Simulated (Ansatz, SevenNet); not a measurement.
**Ladder of methods for the c axis length of white tin (β-Sn)**

Reference value: 3.181 Å (measured, 293 K, no zero-point or thermal correction; as tabulated in Wikipedia's data pages).

```
level (code)     value (Å)
---------------  ---------
SevenNet-0           3.245
LDA (Ansatz)         3.126
PBE (Ansatz)             ?
rVV10 (Ansatz)       3.254
r²SCAN (Ansatz)      3.187
```

Question: What belongs in the gaps?

Answer: 
- PBE (Ansatz, an electronic-structure program), value (Å): 3.214

Differences against the reference: SevenNet-0 +2.01 %, LDA -1.73 %, PBE +1.04 %, rVV10 +2.29 %, r²SCAN +0.19 %.

The reference is not for a static lattice or low temperature, so close values are not ranked against it. Off by more than 1.75 %, or 2.45 % on the side where a correction would as a rule narrow the miss (bounds picked here): rVV10 (+2.29 %), SevenNet-0 (+2.01 %).

The reference isn't brought to a static lattice, while the calculations are for one, so the differences are not the levels' errors alone.  Cutoffs differ between the levels. Ansatz's density-functional and Hartree–Fock values are scalar-relativistic unless marked +SOC, with PAW data made under PBE.

Machine-learned potentials (SevenNet-0) are trained on DFT data: a solid inside that data is no test of them.

Differences are worked out from the printed values.
